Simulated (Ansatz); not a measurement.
We consider NiO (model structure, started from the CsCl type, Pm-3m, No. 221, 2 atoms in the cell), described by PBEsol (Ansatz, an electronic-structure program, PAW).

Input:

Ansatz 0.2 input:
```yaml
crystal:
  lattice:
    - [2.5231398734, 0.0, 0.0]
    - [0.0, 2.5231398734, 0.0]
    - [0.0, 0.0, 2.5231398734]
  atoms:
    - { symbol: Ni, position: [0.0, 0.0, 0.0], spin: 2.0 }
    - { symbol: O, position: [0.5, 0.5, 0.5], spin: 0.0 }
basis:
  ecutwfc: 520
  ecutrho_ratio: 4
  xc_grid: 2
kpoints:
  mp_grid: { grid: [22, 22, 22] }
hamiltonian:
  xc: pbesol
  dispersion: none
  pseudopotentials: { kind: paw }
scf:
  occupations: { method: fermi_dirac, width: 0.05 }
output:
  forces: true
  stress: true
  eigenvalues: true
magnetization:
  spin_polarized: true
relax:
  f_tol: 0.004
  escape_saddle: false
  max_steps: 80
```

Excerpt of the program's output:

```
WARN output.stress: scf.convergence.dr2_threshold = 1e-7 eV (the SCF's general default) is looser than the 2e-10 eV advised for a printed stress (1e-10 eV for …
Relaxation: its limit of steps is 80 (relax.max_steps)
Crystal: 2 atoms, lattice volume = 16.063 Å³
Basis set: ecut = 520 eV, 461 PW (Γ), exchange–correlation on 40×40×40 points (8 copies of the dense FFT grid, shifted against one another)
Bands: 17, of which v1, the nominal top of the filled ones, is band 12 counted from 1 (11 counted from 0)
Symmetry: 48 space group operations
Space group: Pm-3m (ITA 221), of the structure as read, at distance tolerance 2.5e-5 Å
k-points: 364 of 10648
Initial density: superposition of atomic densities (chi_scale 0.1, normalization cell, long waves kept (reshape's long-wave potential 0.00 eV rms))
Functional: x = pbesol(κ = 0.804, μ = 0.12345679012345678), c = pbesol(β = 0.046)
SCF 1 converged in 14 iterations: F = -6363.374147 eV  dr2 = 5.37e-9
relax step   1: F+E_penalty+E_count = -6363.37414715 eV  Δ(F+E_penalty+E_count) = +0.000e0 eV  max|allowed force component| = 4.799e-30 eV/Å  Δτ_max = 0.0000 Å  (14 SCF iters, accepted)
SCF converged after 14 iterations
Magnetization: 1.1767 μB (12.5884 up, 11.4116 down)
Free energy (F): -6363.374147 eV
Internal energy: -6363.347570 eV  (E = F + TS)
E sigma→0 (E₀):  -6363.360859 eV
Fermi energy:    16.650878 eV
--- Forces (eV/Å), atoms counted from 1 ---
  atom   1  Ni    -0.00000000     0.00000000     0.00000000
  atom   2  O      0.00000000    -0.00000000    -0.00000000
--- Stress (GPa, compression-positive) ---
        8.330405       0.000000       0.000000
       -0.000000       8.330405       0.000000
        0.000000       0.000000       8.330405
  P = ⅓ Tr σ = 8.3304 GPa (83.304 kbar)
```

The cell is one volume of an energy–volume scan, off the minimum.

The PAW data were made under PBE.

The run is spin-polarised with parallel starting moments, which need not be the measured order.

Note: the magnetic order was assumed, not searched for or taken from measurement. Note: the relaxation could raise the start's symmetry but not lower it, so the cell can be a saddle point. Note: functionals without U or exact exchange can leave correlated insulators metallic, so the missing gap need not be real.

The result took very roughly 40 core-seconds.

A model structure was made by putting elements into a prototype or built by hand; it is no filed structure, need not be a known phase, and can be a saddle point held by its symmetry.
